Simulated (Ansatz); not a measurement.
Habitual settings against a tight run: CaIn₂Pt (Cmcm, 8 atoms in the cell)

Self-consistent single point.

```
CaIn2Pt
1.0
    2.17804    -5.22092     0.00000
    2.17804     5.22092     0.00000
    0.00000     0.00000     7.72462
Ca In Pt
2 4 2
Direct
  0.93291   0.06709   0.75000
  0.06709   0.93291   0.25000
  0.64388   0.35612   0.94813
  0.35612   0.64388   0.05187
  0.35612   0.64388   0.44813
  0.64388   0.35612   0.55187
  0.21740   0.78260   0.75000
  0.78260   0.21740   0.25000
```

Method of the run: LDA (PW92), harder PAW files (source: ansatz) made with PBE (plane waves; Ansatz, a program for electronic structure).

Base settings: basis.ecutwfc = 52.2 Ry; kpoints.mp_grid.grid = 6 6 3; hamiltonian.xc = lda; hamiltonian.pseudopotentials = {kind: paw, source: ansatz}; scf.occupations.method = cold; scf.occupations.width = 0.0037 Ry.

Tight run (finer mesh or higher cutoff; not a proven limit): basis.ecutwfc: 52.2 Ry → 73.1 Ry; kpoints.mp_grid.grid: 6 6 3 → 9 9 5; scf.convergence.dr2_threshold: default (1e-07 eV) → 1e-09 eV. It gave Fermi level (on the code's own zero) 13.60 eV; pressure -1.97 GPa; largest force (vector length) 0.040 eV/Å.

Quick runs, as changes from the base:
- A: the base itself
- B: kpoints.mp_grid.grid: 6 6 3 → 4 4 4; hamiltonian.xc: lda → pbesol; kpoints.mp_grid.shift: default → 0.5 0.5 0.5; scf.convergence.dr2_threshold: default (1e-07 eV) → 0.001 eV [PBEsol]
- C: basis.ecutwfc: 52.2 Ry → 41.9 Ry; kpoints.mp_grid.grid: 6 6 3 → 2 2 2
- D: basis.ecutwfc: 52.2 Ry → 31.2 Ry; kpoints.mp_grid.grid: 6 6 3 → 1 1 1; scf.occupations.method: cold → fermi_dirac; scf.occupations.width: 0.0037 Ry → 0.01 Ry; kpoints.mp_grid.shift: default → 0.5 0.5 0.5; scf.convergence.dr2_threshold: default (1e-07 eV) → 0.0001 eV
- E: basis.ecutwfc: 52.2 Ry → 26.1 Ry; kpoints.mp_grid.grid: 6 6 3 → 2 2 2; hamiltonian.xc: lda → pbesol; scf.occupations.method: cold → methfessel_paxton; scf.occupations.width: 0.0037 Ry → 0.0147 Ry; kpoints.mp_grid.shift: default → 0.5 0.5 0.5 [PBEsol]
- F: basis.ecutwfc: 52.2 Ry → 31.2 Ry; kpoints.mp_grid.grid: 6 6 3 → 6 6 6; scf.occupations.width: 0.0037 Ry → 0.01 Ry; scf.convergence.dr2_threshold: default (1e-07 eV) → 0.001 eV

Energies are extrapolated to zero smearing width, which holds to low order in the width alone.

Dashes: energy of B, E, another energy zero.

† marks runs with another functional, U, potentials or spin treatment: their distance from the tight run is not a convergence error alone.

The count of work is k-points × plane waves × bands × iterations; it is no time. 

Pressures in the table are Ansatz's without its Pulay estimate, at a fixed set of plane waves; the tight run's value above holds the estimate.

The starting cell comes from a database of computed structures (which also holds hypothetical and non-ambient phases and stackings), without a prior relaxation at this level. Its lattice was rescaled by a random factor within 2.5 % of one. Spin polarisation is off.

```csv
run,energy less tight (meV/atom),pressure less tight (GPa),largest miss in a force vector (eV/Å),count of work / tight
A,-1.1,0.05,0.073,0.17
B†,–,3.08,0.112,0.048
C,-35.2,-1.73,0.381,0.026
D,1248.0,-38.45,0.899,0.0025
E†,–,-152.39,0.205,0.0047
F,751.5,-38.28,0.039,0.11
```

Among the runs at the tight run's level, the energy misses run from 1.1 to 1248.0 meV/atom.

Keys are those of Ansatz 0.2.
